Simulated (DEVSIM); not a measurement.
Device: Si p-i-n diode, at 300 K.

Layer 1 from the left is Si, thickness (μm) 0.120, Na (cm⁻³) 3.7e18, τn (s) 1.2e-5, τp (s) 1.2e-5. Layer 2 from the left is Si, thickness (μm) 1.00, Nd (cm⁻³) 1.6e13, τn (s) 1.2e-5, τp (s) 1.2e-5. Layer 3 from the left is Si, thickness (μm) 0.0680, Nd (cm⁻³) 2.6e17, τn (s) 1.2e-5, τp (s) 1.2e-5.

Left contact: ohmic. Right contact: ohmic. Voltage is applied to the left contact. Recombination: SRH at mid-gap, radiative, Auger. Mobility is μmin + (μ − μmin)/(1 + (N/Nref)^α).

This is a model device: material constants are rounded textbook-type values typed into the input, and sizes, dopings and lifetimes were drawn at random. Values at 300 K.

Si: gap (eV) 1.124, affinity (eV) 4.05, permittivity 11.7, Nc (cm⁻³) 2.86e19, Nv (cm⁻³) 3.1e19, μn (cm²/Vs) 1417, μp (cm²/Vs) 470, μn,min 52, μp,min 45, Nref,n 9.7e16, Nref,p 2.2e17, αn 0.68, αp 0.72, B (cm³/s) 4.7e-15, Cn (cm⁶/s) 2.8e-31, Cp (cm⁶/s) 9.9e-32.

DEVSIM, 1D drift-diffusion, Boltzmann statistics, complete ionisation; no tunnelling, impact ionisation, image-force lowering or self-heating.

What does the simulation give for the potential step across the device at zero bias, the dark forward voltage at 100 A/cm², the dark forward voltage at 1 A/cm²?

potential step across the device at zero bias 0.948 V; dark forward voltage at 100 A/cm² 0.732 V; dark forward voltage at 1 A/cm² 0.605 V.
